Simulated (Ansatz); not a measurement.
Start from BAs (space group P4_2/mnm, No. 136; a = 5.889 Å, c = 3.389 Å; a hypothetical phase, not in the database extracts checked).

(Cell as relaxed with PBE.)

Levels (all Ansatz, an electronic-structure program, PAW): PBE (420 eV, scalar-relativistic without spin-orbit coupling); PBEsol (420 eV, spin-orbit coupling left out).

Each level relaxes its own structure.

```tsv
base	PBE	PBEsol
volume per atom	14.69 Å³	14.32 Å³
lattice parameter a	5.889 Å	5.837 Å
band gap	0.80 eV	0.61 eV
```

The change: hydrostatic tension (pressure −1 GPa).

```tsv
quantity	PBE	PBEsol
gap character	indirect, Γ → k = (0, 0, 0.300) in the run's primitive reciprocal basis	indirect, Γ → k = (0, 0, 0.300) in the run's primitive reciprocal basis
band gap	0.83 eV	0.63 eV
valence-band top at Γ (three highest levels, from the VBM)	0.00, 0.00, -0.26 eV	0.00, 0.00, -0.28 eV
```

PBE's band gap lies 0.195 eV above PBEsol's; the two agree on the gap character. Neither level is exact; PBEsol is the comparison here, not a measurement.

Load acts through the strain it causes; cell and atoms are relaxed under it. Whether these cells are dynamically stable was not tested.
